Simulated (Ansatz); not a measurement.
Ansatz (a quantum-chemistry and plane-wave program) run on a (110) slab of Ag (cut from a parent of space group no. 229; 4 atoms in the cell): self-consistent single point.

Method: LDA (PW92), default PAW files made with PBE (plane waves; Ansatz).

```
CELL_PARAMETERS angstrom
      2.88202     0.00000     0.00000
     -3.84269     2.71719     0.00000
      0.00000     0.00000    21.05948
ATOMIC_POSITIONS crystal
  Ag 0.00000 0.00000 0.33239
  Ag 0.00000 0.50000 0.44413
  Ag 0.00000 0.00000 0.55587
  Ag 0.00000 0.50000 0.66761
```

Reference input (self-consistent single point, DFT, LDA (PW92), plane waves, default PAW files made with PBE): basis.ecutwfc = 420 eV; kpoints.mp_grid.grid = 15 15 1; hamiltonian.xc = lda; hamiltonian.pseudopotentials = {kind: paw} (the program's default PAW files); scf.occupations.method = fermi_dirac; scf.occupations.width = 0.1 eV. This run's input differs from it in these lines:

Ansatz 0.2 input:
```diff
@@ -11,3 +11,3 @@
 basis:
-  ecutwfc: 420.0
+  ecutwfc: 295.0
 kpoints:
```

Output (repeated stretches shortened):

```
SCF iter   1: F=—  HF=-29830.323613 eV  |F-HF|=—  |Δ(HF+E_count)|=         —  Δρ=1.28e-2  dr2=2.03e-1  ethr=1.77e-3  ⟨swp⟩=7.2  Hψ=12011  notcnv=0  defer=37
all-band conjugate gradients solve this SCF's bands
preconditioner: auto → LDOS
SCF iter   2: F=—  HF=-29830.418189 eV  |F-HF|=—  |Δ(HF+E_count)|=   9.46e-2  Δρ=1.97e-2  dr2=5.16e-1  ethr=2.67e-4  ⟨swp⟩=2.5  Hψ=6393  notcnv=0  defer=105  recentre
   [... lines left out ...]
SCF iter   4: F=—  HF=-29830.258135 eV  |F-HF|=—  |Δ(HF+E_count)|=   4.50e-4  Δρ=2.65e-4  dr2=1.40e-4  ethr=3.87e-7  ⟨swp⟩=3.0  Hψ=6793  notcnv=0  defer=105
SCF iter   5: F=—  HF=-29830.258101 eV  |F-HF|=—  |Δ(HF+E_count)|=   3.42e-5  Δρ=8.61e-5  dr2=9.45e-6  ethr=1.84e-7  ⟨swp⟩=2.0  Hψ=4178  notcnv=0  defer=105
SCF iter   6: F=—  HF=-29830.258106 eV  |F-HF|=—  |Δ(HF+E_count)|=   5.36e-6  Δρ=1.95e-5  dr2=5.88e-7  ethr=1.24e-8  ⟨swp⟩=2.2  Hψ=4471  notcnv=0  defer=105
SCF iter   7: F=-29830.258106 eV  HF=-29830.258106 eV  |F-HF|=5.99e-8  |Δ(HF+E_count)|=   3.97e-8  Δρ=6.82e-6  dr2=8.57e-8  ethr=1.32e-10  ⟨swp⟩=12.2  Hψ=13575  notcnv=0
SCF 1 converged in 7 iterations: F = -29830.258106 eV  dr2 = 8.57e-8
Free energy (F): -29830.258106 eV
Internal energy: -29830.216296 eV  (E = F + TS)
E sigma→0 (E₀):  -29830.237201 eV
Entropy (-TS):   -0.041810 eV (-10.452 meV/atom)
Fermi energy:    4.175980 eV
--- Forces (eV/Å), atoms counted from 1 ---
  atom   1  Ag    -0.00000000     0.00000000     0.65122797
  atom   2  Ag     0.00000000     0.00000000     0.00706841
  atom   3  Ag     0.00000000     0.00000000    -0.00706841
  atom   4  Ag    -0.00000000     0.00000000    -0.65122797
--- Stress (GPa, compression-positive) ---
       -6.210033      -0.194899       0.000000
       -0.194899      -6.347848       0.000000
        0.000000       0.000000      -4.488708
  P = ⅓ Tr σ = -5.6822 GPa (-56.822 kbar)
  The stress holds the Pulay correction. Without it, at fixed plane waves, as pw.x and ABINIT print it: P = -12.1965 GPa
```

The run converged in 7 iterations. Against the reference run the free energy rises by 161 meV/atom and the largest force hardly changes (0.655 to 0.651 eV/Å).

The starting cell comes from a database of computed structures (which also holds hypothetical and non-ambient phases and stackings), without a prior relaxation at this level. The slab is cut from that crystal, and its faces are unrelaxed. Its lattice was rescaled by up to half a per cent. The cutoff lies below the one recommended for these files.
